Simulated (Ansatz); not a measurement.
The reference is Mg2Ge in the anti-fluorite structure (space group Fm-3m, No. 225; a = 6.286 Å).

All numbers come from LDA in Ansatz (plane waves to 420 eV, PAW, no spin-orbit coupling).

Base values:

The electron mass is 0.55 mₑ along k, 0.18 mₑ across (at X). The valley order comes out as X along ⟨100⟩ 0.10 eV; L along ⟨111⟩ 1.10 eV; Γ 1.16 eV.

One thing is altered: every lattice vector is stretched by 0.50 %, atoms relaxed at fixed cell.

Estimate the effect on the electron mass.

The electron mass stays 0.55 mₑ along k, 0.18 mₑ across (at X).

Predict the new valley order.

The valley order (the lowest conduction-band minima on the path, energy above the VBM, named in the base's zone) goes from X along ⟨100⟩ 0.10 eV; L along ⟨111⟩ 1.10 eV; Γ 1.16 eV to X along ⟨100⟩ 0.12 eV; L along ⟨111⟩ 1.03 eV; Γ 1.07 eV.

The levels and masses belong to the bands next to the band gap. The cells carry an imposed strain or load. Effective masses come from finite differences of ±0.01 Å⁻¹. Along k means along the line from Γ to the band edge. Stability against distortions was not tested.

Ansatz is an electronic-structure program.
